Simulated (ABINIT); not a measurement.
## Converging the plane-wave cutoff: HfC (I4mm, 2 atoms in the cell)

```yaml
crystal:
  lattice:
    - [0.00000, 2.33160, 2.33160]
    - [2.33160, 0.00000, 2.33160]
    - [2.33160, 2.33160, 0.00000]
  atoms:
    - { symbol: Hf, position: [0.01072, 0.01072, 0.98928] }
    - { symbol: C, position: [0.50000, 0.50000, 0.50000] }
```

Method of the run: LDA (PW92), norm-conserving pseudopotentials (PseudoDojo nc-sr-04 LDA standard) (plane waves; ABINIT).

Base settings: pseudos = [Hf.upf, C.upf]; ecut = 41 Ha; ixc = 7; occopt = 3; tsmear = 0.1 eV; ngkpt = 4 4 4; nshiftk = 1; shiftk = 0 0 0; potentials = PseudoDojo nc-sr-04 LDA standard; nband = 13.

The second cell is the first with its lattice scaled by 0.98.

The mesh stays at the base's, so the ladder's end is converged at best in this setting alone.

Only quantities that move along the ladder and can be compared are tabulated.

The count of work is k-points × plane waves × bands × iterations; it is no time. 

The starting cell has typed, rounded lattice constants, without a prior relaxation at this level. Its lattice was rescaled by up to half a per cent. One atom was moved a little off its site on purpose. In the base run, with a pressure of about -16 GPa the cell is away from its equilibrium volume at this level. Without a gap this mesh is coarse (it stands for a supercell whose shortest vector is 13 Å).

Steps (ecut): 14 Ha; 16 Ha; 18 Ha; 20 Ha; 23 Ha; 25 Ha; 29 Ha; 33 Ha; 37 Ha; 41 Ha; 45 Ha; 49 Ha; 55 Ha; 62 Ha; 72 Ha; 82 Ha; 98 Ha.

**Question.** What is the coarsest ecut that holds the pressure within 0.2 GPa of the last step, with all finer ones?

**Answer.** 41 Ha, at 0.25 of the last step's count of work; the step before is off by 0.27 GPa.

**Question.** What is the coarsest ecut that holds the free energy within 5 meV/atom of the last step, with all finer ones?

**Answer.** 37 Ha, at 0.21 of the last step's count of work; the step before is off by 9.5 meV/atom.

**Question.** What is the coarsest ecut that holds the energy of the compressed cell less the first within 2 meV/atom of the last step, with all finer ones?

**Answer.** 20 Ha, at 0.078 of the last step's count of work; the step before is off by 8.3 meV/atom.

```tsv
ecut	free energy less the last step's (meV/atom)	energy of the compressed cell less the first (meV/atom)	pressure (GPa)	largest difference of a force vector from the last step's (eV/Å)	count of work / last
14 Ha	1751.18	-41.67	-63.11	0.037	0.041
16 Ha	1030.01	-10.05	-50.38	0.079	0.050
18 Ha	608.39	-34.43	-39.47	0.046	0.059
20 Ha	362.65	-43.06	-31.41	0.002	0.078
23 Ha	161.98	-42.30	-23.66	0.003	0.094
25 Ha	93.05	-41.17	-20.66	0.007	0.11
29 Ha	31.55	-42.20	-17.81	0.002	0.15
33 Ha	9.54	-42.66	-16.55	0.000	0.16
37 Ha	2.57	-42.74	-15.98	0.000	0.21
41 Ha	0.76	-42.69	-15.77	0.000	0.25
45 Ha	0.42	-42.70	-15.73	0.000	0.26
49 Ha	0.34	-42.70	-15.72	0.000	0.33
55 Ha	0.26	-42.71	-15.72	0.000	0.39
62 Ha	0.18	-42.71	-15.72	0.000	0.46
72 Ha	0.08	-42.71	-15.72	0.000	0.58
82 Ha	0.03	-42.71	-15.72	0.000	0.70
98 Ha	0.00	-42.71	-15.72	0.000	1.0
```

The energy difference between the two cells stays within 1 meV/atom of the last step's from 29 Ha on, the total only from 41 Ha on: much of the error is common to both cells and cancels.

At the lowest cutoff the pressure lies 47.4 GPa under the last step's, the usual sign of Pulay stress in an incomplete plane-wave basis.
